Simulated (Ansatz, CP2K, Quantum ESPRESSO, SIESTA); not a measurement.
# Code comparison for TePdSe (P1, 3 atoms in the cell)

Self-consistent single point, at a second geometry (atoms moved at random). First geometry:

```
CELL_PARAMETERS angstrom
      3.92744     0.00000     0.00000
     -1.96372     3.40126     0.00000
      0.00000     0.00000     5.02889
ATOMIC_POSITIONS crystal
  Te 0.00000 0.00000 0.73055
  Pd 0.33333 0.66667 0.00891
  Se 0.66667 0.33333 0.26054
```

Second geometry:
```xyz
3
Lattice="3.9274 0.0000 0.0000 -1.9637 3.4013 0.0000 0.0000 0.0000 5.0289" Properties=species:S:1:pos:R:3 pbc="T T T"
Te     0.0069     0.0288     3.6642
Pd    -0.0176     2.2902     0.0368
Se     1.9744     1.0823     1.3278
```

Shared settings, as Ansatz (a first-principles code) writes them: kpoints.mp_grid.grid = 10 10 7; scf.occupations.method = gaussian; scf.occupations.width = 0.1 eV. Potentials and cutoffs stand in the table.

```csv
code,model,ΔF from the first geometry (meV/atom),pressure (GPa),largest force (eV/Å),cutoff
Quantum ESPRESSO,"PBEsol, GBRV 1.5 ultrasoft (PBESOL) pseudopotentials",5.0,-2.53,0.481,40 Ry
SIESTA,"GGA PBEsol, numerical atomic orbitals DZP, PseudoDojo PBEsol standard norm-conserving potentials (rewritten from UPF to PSML)",4.2,-1.91,0.456,grid 400 Ry
CP2K,"PBEsol, GPW, DZVP-MOLOPT-SR-GTH basis, GTH-PBE potentials (GTH_POTENTIALS)",5.0,-0.49,0.584,grid 500 Ry
Ansatz,"PBEsol, PAW files made with PBE",5.3,-3.25,0.383,420 eV
```

Size of the force on each atom (eV/Å): Sizes of forces hide their directions.

```
code                Te1    Pd2    Se3
----------------  -----  -----  -----
Quantum ESPRESSO  0.207  0.481  0.307
SIESTA            0.236  0.456  0.355
CP2K              0.351  0.584  0.319
Ansatz            0.142  0.383  0.323
```

On Ansatz's run: spin-orbit coupling is off. Spin polarisation is off.

The spread over the programs that give each value: ΔF from the first geometry within 1.1 meV/atom; pressure within 2.76 GPa; largest force within 0.201 eV/Å.

SIESTA and CP2K use small atom-centred bases, whose incompleteness enters pressures, forces and empty levels differently from a plane-wave cutoff. Ansatz's pressure is given at a fixed set of plane waves, as the other plane-wave codes print theirs; with its correction for the finite basis it is -3.22 GPa. In the pressure, CP2K (by 2.40) lies more than 1 GPa from the median of the plane-wave programs.

The starting cell comes from a database of computed structures (which also holds hypothetical and non-ambient phases and stackings), without a prior relaxation at this level. For this run, on top of that: atoms moved at random.

Keys are those of Ansatz 0.2.
